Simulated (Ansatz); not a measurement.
Bond-angle distributions (per cent of the angles at each element, bins of 10°) of a relaxed model of amorphous Si$_{24}$O$_{49}$Zn at 2.27 g/cm³. Level of theory: PBE, scalar-relativistic without spin-orbit coupling (plane waves to 420 eV, PAW; Ansatz, a first-principles code).

A CHGNet melt-quench gave the starting glass, which DFT then relaxed. O atoms were pushed apart under 1.9 Å during the dynamics, to hinder bonds among them. The hot cell started wider than the set density and was brought back towards it in steps. It is the lowest in DFT energy of 2 quenches. It is a model cell: composition and starting density were chosen by hand, and all elements were melted together. No dispersion term was used. Its density started from a set value of 2.27 and ended at 2.27 g/cm³. Cooling (nominally 400 K/ps over its main leg) ran many orders faster than in experiment, which tends to leave more defects and strain. Values belong to this one cell and scatter from quench to quench. The volume was held where the preparation left it, at a PBE pressure of 1.2 GPa. Stress components on the final sampling reach 2.3 GPa.

Neighbours within Si-Si 2.60 Å, Si-O 1.90 Å, Si-Zn 2.56 Å, O-O 1.58 Å, O-Zn 2.26 Å, Zn-Zn 2.68 Å count as bonded. Two cations that share two anions don't count as bonded, nor two that share one unless they lie closer than Si-Si 2.38 Å, Si-Zn 2.49 Å, Zn-Zn 2.61 Å.

```json
[
 {"angle (°)": "50-60", "at Si": "0", "at O": "0"},
 {"angle (°)": "60-70", "at Si": "0", "at O": "0"},
 {"angle (°)": "70-80", "at Si": "0", "at O": "0"},
 {"angle (°)": "80-90", "at Si": "0", "at O": "0"},
 {"angle (°)": "90-100", "at Si": "3", "at O": "0"},
 {"angle (°)": "100-110", "at Si": "55", "at O": "4"},
 {"angle (°)": "110-120", "at Si": "40", "at O": "10"},
 {"angle (°)": "120-130", "at Si": "3", "at O": "31"},
 {"angle (°)": "130-140", "at Si": "0", "at O": "20"},
 {"angle (°)": "140-150", "at Si": "0", "at O": "22"},
 {"angle (°)": "150-160", "at Si": "0", "at O": "10"},
 {"angle (°)": "160-170", "at Si": "0", "at O": "2"},
 {"angle (°)": "170-180", "at Si": "0", "at O": "0"}
]
```

They go with these counts of neighbours within the cut-offs, cation contacts included: Si mean 4.0, most often 4; O mean 2.0, most often 2.
